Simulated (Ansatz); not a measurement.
Effort and miss along a sweep of basis.ecutwfc: Hf (P6_3/mmc, 4 atoms in the cell)

```xyz
4
Lattice="3.1093 0.0000 0.0000 -1.5546 2.6927 0.0000 0.0000 0.0000 10.0042" Properties=species:S:1:pos:R:3 pbc="T T T"
Hf     0.0000     0.0000     0.0000
Hf     0.0000     0.0000     5.0021
Hf     0.0000     1.7952     2.5010
Hf     1.5546     0.8976     7.5031
```

Level of theory: PBE, PAW files (plane waves; Ansatz, a first-principles code).

Base settings: basis.ecutwfc = 30.9 Ry; kpoints.mp_grid.grid = 12 12 4; hamiltonian.xc = pbe; hamiltonian.pseudopotentials = {kind: paw} (the program's default PAW files); scf.occupations.method = cold; scf.occupations.width = 0.01 Ry.

Misses are taken against the tightest run, 61.7 Ry, which need not be fully converged itself. The energy is the free energy per atom.

The count of work is k-points × plane waves × bands × iterations; it is no time, and leaves out set-up, grids and terms that scale otherwise. 

Ansatz's pressure holds its estimate of the finite-basis (Pulay) stress, which hides part of the cutoff error; the uncorrected pressure shows it.

The starting cell was generated: these elements placed on a structure prototype, without a prior relaxation; it need not be a known phase or ordering of this composition. Its lattice was rescaled by a random factor within 2.5 % of one. In the base run, with a pressure of about 10 GPa the cell is away from its equilibrium volume at this level. Ansatz's pressure includes its estimate of the finite-basis (Pulay) stress.

The runs (basis.ecutwfc): 12.5 Ry | 15.4 Ry | 18.4 Ry | 21.7 Ry | 24.6 Ry | 27.9 Ry | 30.9 Ry | 35.6 Ry | 40.1 Ry | 46.3 Ry | 54 Ry | 61.7 Ry.

Task: Which is the coarsest setting among those run that, with all tighter ones, holds the energy within 20 meV/atom of the reference, and what does it save?

Result: 24.6 Ry, off by 10 meV/atom; it needs 0.25 of the reference's count of work.

Task: Which is the coarsest setting among those run that, with all tighter ones, holds the energy within 0.5 meV/atom of the reference, and what does it save?

Result: 40.1 Ry, off by 0.34 meV/atom; its saving against the reference is no more than about a factor of 2 in the count of work.

Task: What does the step from 21.7 Ry to 40.1 Ry buy?

Result: It takes the miss in the energy from 91 to 0.34 meV/atom, for 2.5 times the count of work.

```tsv
basis.ecutwfc	energy less reference (meV/atom)	pressure less reference (GPa)	uncorrected pressure less reference (GPa)	count of work / reference
12.5 Ry	12312.80	-5.91	-386.46	0.083
15.4 Ry	3131.98	-0.42	-111.49	0.11
18.4 Ry	762.73	0.13	-38.13	0.14
21.7 Ry	90.82	0.13	-7.42	0.21
24.6 Ry	10.13	0.11	-0.73	0.25
27.9 Ry	2.75	0.02	-0.06	0.30
30.9 Ry	1.48	0.01	-0.04	0.35
35.6 Ry	0.55	0.01	0.00	0.44
40.1 Ry	0.34	0.01	0.00	0.52
46.3 Ry	0.19	0.00	0.01	0.64
54 Ry	0.10	0.00	0.00	0.81
61.7 Ry	0.00	0.00	0.00	1.0
```

Keys are those of Ansatz 0.2.
